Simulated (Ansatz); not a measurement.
**A self-consistent single point of Ag (Fm-3m, 1 atom in the cell) with Ansatz (a program for electronic structure)**

Method of the run: PBE (plane waves, PAW; Ansatz).

Input:

Ansatz 0.2 input:
```yaml
# Ag
crystal:
  lattice:
    - [0.000000, 2.052180, 2.052180]
    - [2.052180, 0.000000, 2.052180]
    - [2.052180, 2.052180, 0.000000]
  atoms:
    - { symbol: Ag, position: [0.000000, 0.000000, 0.000000] }
basis:
  ecutwfc: 420.0 eV
kpoints:
  mp_grid:
    grid: [14, 14, 14]
hamiltonian:
  xc: pbe
  pseudopotentials:
    kind: paw
scf:
  occupations:
    method: gaussian
    width: 0.05 eV
output:
  forces: true
  eigenvalues: true
  stress: true
```

Log, with long lists cut:

```
WARN ansatz: RAYON_NUM_THREADS=1 ignored (pool sized by the plan → 1); use --threads N
Pseudopotentials: kind: paw
Pseudopotential: Ag, paw, valence charge 19
Crystal: 1 atoms, lattice volume = 17.285 Å³
Basis set: ecut = 420 eV, 331 PW (Γ), exchange–correlation on 40×40×40 points (8 copies of the dense FFT grid, shifted against one another)
Bands: 14, of which v1, the nominal top of the filled ones, is band 10 counted from 1 (9 counted from 0)
Symmetry: 48 space group operations
Space group: Fm-3m (ITA 225), of the structure as read, at distance tolerance 2.6e-5 Å
k-points: 104 of 2744
Initial density: superposition of atomic densities (neutral atoms: chi_scale 0, normalization atom), corrected by the library's trained network
Initial wavefunctions: pseudopotential atomic-orbital guess
Eigensolver: davidson
Functional: x = pbe(κ = 0.804, μ = 0.2195149727645171), c = pbe(β = 0.06672455060314922)
SCF iter   1: F=—  HF=-7590.547563 eV  |F-HF|=—  |Δ(HF+E_count)|=         —  Δρ=8.40e-4  dr2=2.41e-5  ethr=1.77e-3  ⟨swp⟩=4.6  Hψ=7382  notcnv=0
all-band conjugate gradients solve this SCF's bands
preconditioner: auto → none
SCF iter   2: F=—  HF=-7590.547782 eV  |F-HF|=—  |Δ(HF+E_count)|=   2.18e-4  Δρ=4.25e-4  dr2=5.19e-6  ethr=1.27e-7  ⟨swp⟩=2.1  Hψ=3294  notcnv=0
SCF iter   3: F=—  HF=-7590.547813 eV  |F-HF|=—  |Δ(HF+E_count)|=   3.12e-5  Δρ=1.64e-4  dr2=1.45e-6  ethr=2.73e-8  ⟨swp⟩=2.0  Hψ=1991  notcnv=0
iter 4 did not close the SCF: its close was put off for the readings that it lacked (scf_convergence_deferred on its scf_iter line)
SCF iter   4: F=-7590.547817 eV  HF=-7590.547817 eV  |F-HF|=2.42e-8  |Δ(HF+E_count)|=   3.92e-6  Δρ=1.66e-5  dr2=3.84e-8  ethr=7.66e-9  ⟨swp⟩=2.0  Hψ=1991  notcnv=0
iter 5 did not close the SCF: its close was put off for the readings that it lacked (scf_convergence_deferred on its scf_iter line)
SCF iter   5: F=-7590.547817 eV  HF=-7590.547817 eV  |F-HF|=8.25e-10  |Δ(HF+E_count)|=   5.63e-9  Δρ=3.86e-6  dr2=6.79e-10  ethr=2.02e-10  ⟨swp⟩=2.6  Hψ=2225  notcnv=0
SCF iter   6: F=-7590.547817 eV  HF=-7590.547817 eV  |F-HF|=5.46e-12  |Δ(HF+E_count)|=  9.63e-10  Δρ=2.26e-7  dr2=1.77e-12  ethr=3.57e-12  ⟨swp⟩=2.0  Hψ=4273  notcnv=0
SCF 1 converged in 6 iterations: F = -7590.547817 eV  dr2 = 1.77e-12
SCF converged after 6 iterations
Free energy (F): -7590.547817 eV
Harris-Foulkes:  -7590.547817 eV  (|F-HF|=5.46e-12)
Internal energy: -7590.547332 eV  (E = F + TS)
E sigma→0 (E₀):  -7590.547574 eV
Entropy (-TS):   -0.000485 eV (-0.485 meV/atom)
Fermi energy:    17.008716 eV
--- Per-component energies (eV) ---
  E_band       = -239.206715
  E_kinetic    = 527.352521
  E_local      = -2214.930506  (includes V_loc(G=0)·N_el)
  E_nonlocal   = 79.911766
  E_hartree    = 1007.420310
  E_xc         = -184.972250
  E_vxc        = -235.045527  (∫ρ·V_xc dr)
  E_paw        = -3901.909698  (= ΣΔE_a)
  E_vpaw       = -411.335864  (= ΣTr[D̂ρ^β])
  E_aug_tail   = 0.000330  (compensation charges beyond the density's cutoff)
  E_ewald      = -2903.419805
  E_smearing   = -0.000485  (= −TS)
  E_closure    = 0.000000  (closes the sum)
  Σ components = -7590.547817   (vs F -7590.547817, Δ=0.00e0)
--- Forces (eV/Å), atoms counted from 1 ---
  atom   1  Ag    -0.00000000     0.00000000     0.00000000
  max |Σ_I F_I| component: 4.52e-32 eV/Å
--- Stress (GPa, compression-positive) ---
        3.042075      -0.000000       0.000000
       -0.000000       3.042075       0.000000
        0.000000      -0.000000       3.042075
  P = ⅓ Tr σ = 3.0421 GPa (30.421 kbar)
  The stress holds the Pulay correction. Without it, at fixed plane waves, as pw.x and ABINIT print it: P = 2.9750 GPa
--- Band table (eV; the first three rows and the last of 104) ---
  k-point 0: bands = ["-74.8769", "-38.2723", "-38.2723", "-38.2723", "9.3744", "12.3169", "12.3169", "12.3169", "13.3308", "13.3308", "32.9153", "36.4179", "36.4179", "36.4179"]
  k-point 1: bands = ["-74.8761", "-38.2801", "-38.2735", "-38.2735", "9.5321", "12.2817", "12.3598", "12.3598", "13.3148", "13.3148", "32.9274", "35.1913", "36.4819", "36.4819"]
  k-point 2: bands = ["-74.8739", "-38.3017", "-38.2768", "-38.2768", "9.9733", "12.2194", "12.4586", "12.4586", "13.2968", "13.2968", "31.9753", "33.8773", "36.6118", "36.6118"]
  k-point 103: bands = ["-74.8555", "-38.3859", "-38.3664", "-38.3329", "11.3998", "11.7385", "12.4012", "13.3904", "14.3153", "22.0943", "23.8389", "23.9201", "25.2734", "38.2951"]
```

The run converged in 6 iterations.

The starting cell comes from a database of computed structures (which also holds hypothetical and non-ambient phases and stackings), without a prior relaxation at this level. With a pressure of about 3 GPa the cell is away from its equilibrium volume at this level. Ansatz's pressure includes its estimate of the finite-basis (Pulay) stress.
